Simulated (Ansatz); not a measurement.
Band structure of Hf2S (P6_3/mmc, 6 atoms in the cell).

```
Hf2S
1.0
    3.32366     0.00000     0.00000
   -1.66183     2.87837     0.00000
    0.00000     0.00000    11.54165
Hf S
4 2
Direct
  0.66667   0.33333   0.89981
  0.33333   0.66667   0.10019
  0.33333   0.66667   0.39981
  0.66667   0.33333   0.60019
  0.00000   0.00000   0.75000
  0.00000   0.00000   0.25000
```

Computed with LDA (PW92), PAW files made with PBE (plane waves; Ansatz, a program for electronic structure).

Settings: basis.ecutwfc = 420 eV; kpoints.mp_grid.grid = 8 8 2; hamiltonian.xc = lda; hamiltonian.pseudopotentials = {kind: paw} (an earlier, softer set of the program's PAW files); scf.occupations.method = fermi_dirac; scf.occupations.width = 0.05 eV; kpoints.band_path.npoints = 8.

The starting cell comes from a database of computed structures (which also holds hypothetical and non-ambient phases and stackings), without a prior relaxation at this level. Its lattice was rescaled by a random factor within 2.5 % of one. Spin-orbit coupling is off.

Levels in eV from the Fermi level, bands 55 to 62:
```csv
point,55,56,57,58,59,60,61,62
Γ,-1.37,-0.12,-0.06,0.38,0.38,0.47,0.47,0.75
M,-1.73,-1.31,-1.17,-0.71,-0.51,0.78,1.06,2.61
K,-1.14,-1.14,-0.88,-0.88,0.09,0.09,1.94,2.65
A,-1.12,-1.12,0.31,0.31,0.31,0.31,1.45,1.45
L,-1.80,-1.80,-0.91,-0.91,0.35,0.35,1.39,1.39
H,-1.25,-1.25,-0.73,-0.73,0.13,0.13,2.26,2.26
```

Bands cross the Fermi level along this path, so the cell is metallic at this level.

Keys are those of Ansatz 0.2.
